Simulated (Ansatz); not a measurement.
HfN, response to strain

The reference is HfN in the rock salt structure (space group Fm-3m, No. 225; a = 4.526 Å; relaxed with 0.1 eV smearing).

Strains are applied to the cell and any free atomic positions relax.

The values are results of r2SCAN/PAW in Ansatz (a quantum-chemistry and plane-wave program), no spin-orbit coupling, not measurements.

```csv
isotropic strain (%),pressure (GPa)
0,0.0
0.5,-4.1
1,?
1.5,-11.4
2,-14.8
2.5,-17.8
3,-20.7
```

### Question
Fit P = P₀ − Bδ + Cδ² with δ = (1 + ε)³ − 1 to the rows shown and predict the withheld row.

### Answer
Least squares on the printed values gives P₀ = 0.0 GPa, B = 276 GPa, C = 573 GPa (largest residual 0.0 GPa); this predicts -7.9 GPa, and the run gives -7.9 GPa, in agreement.

Stability against distortions was not tested. The final runs are not spin-polarised. An odd electron count without spin: HfN.
